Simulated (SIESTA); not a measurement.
Worked example: self-consistent single point of NbRu (P1, 2 atoms in the cell) in SIESTA.

Method of the run: GGA PBEsol, numerical atomic orbitals DZP, PseudoDojo PBEsol standard norm-conserving potentials (rewritten from UPF to PSML) (SIESTA 5.4.2).

The change in words: lattice scaled by 0.98. Reference geometry:
```yaml
crystal:
  lattice:
    - [3.05347, 0.00000, 0.00000]
    - [0.00000, 3.05347, 0.00000]
    - [0.00000, 0.00000, 3.42502]
  atoms:
    - { symbol: Nb, position: [0.00173, 0.00592, 0.99723] }
    - { symbol: Ru, position: [0.49827, 0.49408, 0.50277] }
```

Reference input (self-consistent single point, DFT, GGA PBEsol, numerical atomic orbitals DZP, PseudoDojo PBEsol standard norm-conserving potentials (rewritten from UPF to PSML)): XC.functional = GGA; XC.authors = PBEsol; potentials = PseudoDojo PBEsol standard; PAO.BasisSize = DZP; PAO.EnergyShift = 0.01 Ry; MeshCutoff = 350 Ry; kgrid.MonkhorstPack = 8 8 7; OccupationFunction = FD; ElectronicTemperature = 100 meV; MaxSCFIterations = 150; SCF.Mixer.Method = Broyden; SCF.Mixer.Weight = 0.2. This run's input differs from it in these lines:

```diff
@@ -12,5 +12,5 @@
 %block LatticeVectors
-     3.053470000    0.000000000    0.000000000
-     0.000000000    3.053470000    0.000000000
-     0.000000000    0.000000000    3.425020000
+     2.992401000    0.000000000    0.000000000
+     0.000000000    2.992401000    0.000000000
+     0.000000000    0.000000000    3.356520000
 %endblock LatticeVectors
@@ -18,4 +18,4 @@
 %block AtomicCoordinatesAndAtomicSpecies
-     0.005294717    0.018088756   -0.009497580  1
-     1.521440283    1.508646244    1.722007580  2
+     0.005188823    0.017726984   -0.009307630  1
+     1.491011677    1.478473516    1.687567630  2
 %endblock AtomicCoordinatesAndAtomicSpecies
```

Log, with long lists cut:

```
        iscf     Eharris(eV)        E_KS(eV)     FreeEng(eV)     dDmax    Ef(eV) dHmax(eV)
   scf:    1    -4417.736350    -4437.305455    -4437.364377  0.616005 -1.752563 11.442420
   scf:    2    -4439.836847    -4440.340160    -4440.389541  0.446611 -2.431643  6.277973
   scf:    3    -4441.489973    -4441.112204    -4441.172547  0.134599 -2.658626  3.064184
   scf:    4    -4441.855110    -4441.602198    -4441.672467  0.213015 -3.347103  0.266041
   scf:    5    -4441.606199    -4441.607342    -4441.676338  0.013147 -3.331348  0.111240
   scf:    6    -4441.605962    -4441.607358    -4441.676909  0.005606 -3.344298  0.070052
   scf:    7    -4441.605015    -4441.607165    -4441.676029  0.005804 -3.344486  0.122732
   scf:    8    -4441.607401    -4441.607811    -4441.677124  0.004017 -3.351762  0.007717
   scf:    9    -4441.607912    -4441.607863    -4441.677128  0.000511 -3.352964  0.000692
   scf:   10    -4441.607866    -4441.607864    -4441.677128  0.000061 -3.353219  0.000380
SCF Convergence by DM+H criterion
max |DM_out - DM_in|         :     0.0000607725
max |H_out - H_in|      (eV) :     0.0003802736
SCF cycle converged after 10 iterations

Using DM_out to compute the final energy and forces

siesta: E_KS(eV) =            -4441.6079

siesta: E_KS - E_eggbox =     -4441.6079

siesta: Atomic forces (eV/Ang):
     1   -0.065469   -0.226512    0.134230
     2    0.068513    0.227231   -0.132149
   Tot    0.003045    0.000719    0.002081
   Max    0.227231
   Res    0.156739    sqrt( Sum f_i^2 / 3N )
   Max    0.227231    constrained

Stress tensor Voigt[x,y,z,yz,xz,xy] (kbar):      -66.69      -64.23      -74.13        0.64        0.21       -0.29
(Free)E + p*V (eV/cell)    -4440.3949
Target enthalpy (eV/cell)    -4441.6771

siesta: Program's energy decomposition (eV):
siesta: FreeEng =     -4441.677128

   [... lines left out ...]
siesta: Cell volume =         30.055837 Ang**3
siesta:          68.35002493         64.70860041  kBar
   [... lines left out ...]
               4dz2    4dxz    4dx2-y2
   2 16.173   1.830   0.396   0.313   1.943   1.925   1.943   0.319   0.282
              0.317   1.537   1.513   1.299   1.514   1.222  -0.030  -0.041

             -0.029  -0.041  -0.039

mulliken: Qtot =       29.000

Mulliken Atomic Populations:
Atom #   charge [q] valence [e]  Species
     1     0.173479   12.826521  Nb
     2    -0.173479   16.173479  Ru
 Total     0.000000
```

The run converged in 10 iterations. Against the reference run the free energy goes down by 8.4 meV/atom, the pressure goes from -8.90 to 6.84 GPa and the largest force goes from 0.184 to 0.272 eV/Å.

The starting cell comes from a database of computed structures (which also holds hypothetical and non-ambient phases and stackings), without a prior relaxation at this level. Its atoms were displaced at random from the sites of space group no. 123. For this run, on top of that: lattice scaled by 0.98. Spin polarisation is off. Values carry the incompleteness of an atom-centred basis. With a pressure of about 7 GPa the cell is away from its equilibrium volume at this level.

Cost on one core of a shared machine: roughly 50 s.
